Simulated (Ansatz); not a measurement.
**CsSnI3 under a change: uniaxial strain ε_zz = +1.80 %**

Consider CsSnI3 in the cubic perovskite structure (space group Pm-3m, No. 221; a = 6.0305 Å). Axes: x, y, z lie along the cube axes.

Now apply this change: the cell is stretched by 1.80 % along z with no lateral relaxation, atoms relaxed at fixed cell.

All numbers come from Ansatz (a first-principles code), LDA, PAW, cutoff 420 eV, no spin-orbit coupling. Settings: 8×8×8 k-points, 0.05 eV Fermi–Dirac smearing.

```tsv
quantity	base	changed	shift
space group	Pm-3m (No. 221)	P4/mmm (No. 123)	–
shortest interatomic distance	3.015 Å	3.015 Å	0.000 Å
energy relative to the base (free energy F)	0 meV/atom	+2.2 meV/atom	+2.2 meV/atom
band gap	zero	zero	–
stress (xx, yy, zz, yz, xz, xy; compression positive) (rough)	–	(-0.1, -0.1, -0.8, 0.0, 0.0, 0.0) GPa	–
```

Final structure:

```
CsSnI3
1.0
    6.03051     0.00000     0.00000
    0.00000     6.03051     0.00000
    0.00000     0.00000     6.13906
Cs Sn I
1 1 3
Direct
  0.00000   0.00000   0.00000
  0.50000   0.50000   0.50000
  0.50000   0.00000   0.50000
  0.00000   0.50000   0.50000
  0.50000   0.50000   0.00000
```

Without a gap, meshes like the base's 8×8×8 leave anisotropic stresses uncertain by several tenths of a GPa, and small strain energies with them. With I present, leaving out spin-orbit coupling can change the band edges. Stability against distortions was not tested. All final runs are without spin polarisation. Many cubic perovskites are stable only at high temperature; tilts and polar distortions were not tested. Gaps under 0.05 eV, about the width of the smearing, are given as zero. A zero or small gap of CsSnI3 can be the functional's error rather than a property of the material.
